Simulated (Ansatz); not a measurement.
## Effect of biaxial strain −0.75 %, plane normal [001], relaxed out of plane on K3Sb

Take K$_{3}$Sb (space group P6_3/mmc, No. 194; a = 6.0148 Å, c = 10.6768 Å) as the base. Axes: x lies along a and z along c of the hexagonal cell.

Modification: biaxial strain −0.75 %, plane normal [001], relaxed out of plane (Cartesian); in-plane vectors clamped, the third vector and the atoms free.

Level of theory: PBEsol/PAW in Ansatz (an electronic-structure program), spin-orbit coupling left out. Settings: 9×9×5 k-points, 0.05 eV Fermi–Dirac smearing.

| quantity | base | changed | shift |
|---|---|---|---|
| shortest interatomic distance | 3.473 Å | 3.447 Å | -0.026 Å |
| pressure (mean of the normal stresses, compression positive) | 0.00 GPa | 0.18 GPa | +0.18 GPa |
| band gap | 0.43 eV | 0.43 eV | 0.00 eV |
| gap character | indirect, M → Γ | indirect, M → Γ | – |
| width of the top valence band | 0.30 eV | 0.32 eV | +0.02 eV |
| electron mass | 0.091 mₑ along c, 0.13 mₑ across (at Γ) | 0.094 mₑ out of plane, 0.13 mₑ in plane (at Γ) | – |
| out-of-plane strain | – | +0.21 % | – |
| mean in-plane stress (compression positive) | – | +0.3 GPa | – |

Final structure (turned so that z lies along the plane normal):

```yaml
crystal:
  lattice:
    - [5.96968, 0.00000, 0.00000]
    - [2.98484, 5.16990, 0.00000]
    - [0.00000, 0.00000, 10.69961]
  atoms:
    - { symbol: Sb, position: [0.33333, 0.33333, 0.25000] }
    - { symbol: Sb, position: [0.66667, 0.66667, 0.75000] }
    - { symbol: K, position: [0.00000, 0.00000, 0.25000] }
    - { symbol: K, position: [0.00000, 0.00000, 0.75000] }
    - { symbol: K, position: [0.33333, 0.33333, 0.58196] }
    - { symbol: K, position: [0.66667, 0.66667, 0.08196] }
    - { symbol: K, position: [0.33333, 0.33333, 0.91804] }
    - { symbol: K, position: [0.66667, 0.66667, 0.41804] }
```

Cost of the whole job for the changed cell (relaxation, final SCF and bands): about 2.0 core-minutes (a rough figure).

With Sb present, leaving out spin-orbit coupling can change the band edges. Effective masses come from finite differences of ±0.01 Å⁻¹. Whether these cells are dynamically stable was not tested.
